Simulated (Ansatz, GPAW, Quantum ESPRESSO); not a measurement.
Code comparison for Yb (Fm-3m, 1 atom in the cell)

Self-consistent single point.

```yaml
crystal:
  lattice:
    - [0.00000, 2.75187, 2.75187]
    - [2.75187, 0.00000, 2.75187]
    - [2.75187, 2.75187, 0.00000]
  atoms:
    - { symbol: Yb, position: [0.00000, 0.00000, 0.00000] }
```

Shared settings, as Ansatz (a first-principles code) writes them: kpoints.mp_grid.grid = 6 6 6; scf.occupations.method = fermi_dirac; scf.occupations.width = 0.1 eV. Potentials and cutoffs stand in the table.

```json
[
 {"code": "Quantum ESPRESSO", "model": "PBE, SSSP 1.1.2 efficiency (PBE) pseudopotentials", "pressure (GPa)": "-2.77", "cutoff": "50 Ry"},
 {"code": "Ansatz", "model": "PBE, default PAW files", "pressure (GPa)": "-2.15", "cutoff": "420 eV"},
 {"code": "GPAW", "model": "PBE, GPAW PAW datasets PBE (gpaw-data 1.0.1)", "pressure (GPa)": "-1.97", "cutoff": "850 eV"}
]
```

On Ansatz's run: spin-orbit coupling is off. Spin polarisation is off.

The spread over the programs that give each value: pressure within 0.80 GPa.

Ansatz's pressure is given at a fixed set of plane waves, as the other plane-wave codes print theirs; with its correction for the finite basis it is -2.10 GPa.

On the base mesh (7 7 7) the same programs gave: Ansatz pressure -2.18 GPa; Quantum ESPRESSO pressure -2.87 GPa; GPAW pressure -2.01 GPa.

The starting cell comes from a database of computed structures (which also holds hypothetical and non-ambient phases and stackings), without a prior relaxation at this level. Its lattice was rescaled by a random factor within 2.5 % of one.

Left out of this page: Elk and FLEUR (not drawn, or without a comparable value).

Keys are those of Ansatz 0.2.
